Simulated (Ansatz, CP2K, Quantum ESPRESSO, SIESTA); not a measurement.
# One structure in several programs: Ta2Co (P1, 6 atoms in the cell)

Self-consistent single point, at a second geometry (atoms moved at random). First geometry:

```xyz
6
Lattice="-3.0421 3.0421 2.4828 3.0421 -3.0421 2.4828 3.0421 3.0421 -2.4828" Properties=species:S:1:pos:R:3 pbc="T T T"
Ta     4.0238     0.9817     0.0000
Ta    -0.9817     2.0604     2.4828
Ta     2.0604     0.9817     2.4828
Ta     0.9817     2.0604     0.0000
Co     0.0000     0.0000     3.7241
Co     0.0000     0.0000     1.2414
```

Second geometry:
```xyz
6
Lattice="-3.0421 3.0421 2.4828 3.0421 -3.0421 2.4828 3.0421 3.0421 -2.4828" Properties=species:S:1:pos:R:3 pbc="T T T"
Ta     4.0482     0.9597    -0.0137
Ta    -0.9640     2.0232     2.4229
Ta     2.0392     1.0200     2.5214
Ta     0.9671     2.0748    -0.0098
Co    -0.0029    -0.0308     3.7792
Co    -0.0033     0.0373     1.2310
```

Shared settings, as Ansatz (a quantum-chemistry and plane-wave program) writes them: kpoints.mp_grid.grid = 6 6 6; scf.occupations.method = fermi_dirac; scf.occupations.width = 0.1 eV. Potentials and cutoffs stand in the table.

| code | model | ΔF from the first geometry (meV/atom) | pressure (GPa) | largest force (eV/Å) | cutoff |
|---|---|---|---|---|---|
| Ansatz | PBEsol, PAW files made with PBE | 15.9 | -3.02 | 0.915 | default |
| CP2K | PBEsol, GPW, DZVP-MOLOPT-SR-GTH basis, GTH-PBE potentials (GTH_POTENTIALS) | 15.7 | -3.55 | 0.929 | grid 600 Ry |
| SIESTA | GGA PBEsol, numerical atomic orbitals DZP, PseudoDojo PBEsol standard norm-conserving potentials (rewritten from UPF to PSML) | 16.5 | -6.45 | 0.882 | grid 300 Ry |
| Quantum ESPRESSO | PBEsol, PSlibrary PAW (PBE) pseudopotentials | 15.8 | -4.41 | 0.924 | 50 Ry |

Size of the force on each atom (eV/Å): Sizes of forces hide their directions.

| code | Ta1 | Ta2 | Ta3 | Ta4 | Co5 | Co6 |
|---|---|---|---|---|---|---|
| Ansatz | 0.563 | 0.823 | 0.633 | 0.243 | 0.915 | 0.759 |
| CP2K | 0.550 | 0.818 | 0.616 | 0.242 | 0.929 | 0.763 |
| SIESTA | 0.633 | 0.882 | 0.721 | 0.265 | 0.844 | 0.729 |
| Quantum ESPRESSO | 0.554 | 0.813 | 0.624 | 0.241 | 0.924 | 0.762 |

On Ansatz's run: spin-orbit coupling is off. Spin polarisation is off.

The spread over the programs that give each value: ΔF from the first geometry within 0.8 meV/atom; pressure within 3.43 GPa; largest force within 0.047 eV/Å.

CP2K and SIESTA use small atom-centred bases, whose incompleteness enters pressures, forces and empty levels differently from a plane-wave cutoff. Ansatz's pressure is given at a fixed set of plane waves, as the other plane-wave codes print theirs; with its correction for the finite basis it is -2.96 GPa. In the pressure, SIESTA (by 2.73) lies more than 1 GPa from the median of the plane-wave programs. In the force vectors, SIESTA (by 0.110) lies more than 0.08 eV/Å from the median of the plane-wave programs.

The starting cell comes from a database of computed structures (which also holds hypothetical and non-ambient phases and stackings), without a prior relaxation at this level. For this run, on top of that: atoms moved at random.

Keys are those of Ansatz 0.2.
